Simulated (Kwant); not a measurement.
Device: six-terminal Hall bar in a GaAs two-dimensional gas. Effective mass 0.067 mₑ, grid spacing 3.8 nm, hard walls, nominal width 100 nm (27 grid rows, so walls 106.4 nm apart), one parabolic valley, scattering region 260 nm long along x; energies count from the band bottom; Fermi energy 0.0252 eV. Four side probes 50 nm wide, two on each edge; current runs along x; the sign of the Hall resistance is a convention. Perpendicular field swept from 1.2154 to 24.793 T, also in the leads; orbital effect alone.

Constants are typed, rounded textbook-type inputs, not results; the design itself was drawn at random and stands for no fabricated device.

Computed with Kwant: effective-mass tight-binding model on a square grid, one spin, coherent transport at 0 K. Resistances are in h/e².

Question: How many Landau levels lie under the Fermi energy, and what Hall resistance follows, at 25.2 meV and 6.41 T; 25.2 meV and 16.4 T; 25.2 meV and 18.4 T; 25.2 meV and 20.4 T?

Answer: ħωc = ħeB/m = 1.73 meV a tesla; levels lie at (n + ½)ħωc. E/ħωc = 2.28 gives 2 levels and h/(2e²) = 0.500; simulated 0.500. E/ħωc = 0.89 gives 1 level and h/(1e²) = 1.000; simulated 1.000. E/ħωc = 0.79 gives 1 level and h/(1e²) = 1.000; simulated 1.000. E/ħωc = 0.71 gives 1 level and h/(1e²) = 1.000; simulated 1.000.
